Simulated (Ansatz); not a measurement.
Take BeTe in the zinc blende structure (space group F-43m, No. 216; a = 5.5542 Å) as the base. Axes: x, y, z lie along the cube axes.

Level of theory: LDA/PAW in Ansatz (a program for electronic structure), scalar-relativistic without spin-orbit coupling.

Perturbation: an isotropic linear strain of +3.00 %; the atoms relax in the strained cell.

Problem. Predict the stress tensor and what it implies for the stiffness.

Solution. Stress of the strained cell less that of the base (GPa, compression positive):
```
  -4.74    0.00    0.00
   0.00   -4.74    0.00
   0.00    0.00   -4.74
```

Then B = −ΔP/(ΔV/V₀) with ΔV/V₀ = 0.0927 gives secant stiffness values (nonlinear terms included at this strain): B ≈ 51 GPa.

As a check, the harmonic strain energy −½ V₀ Δσ:ε is 28 meV/atom; the computed energy rise is 32 meV/atom.

Stability against distortions was not tested.
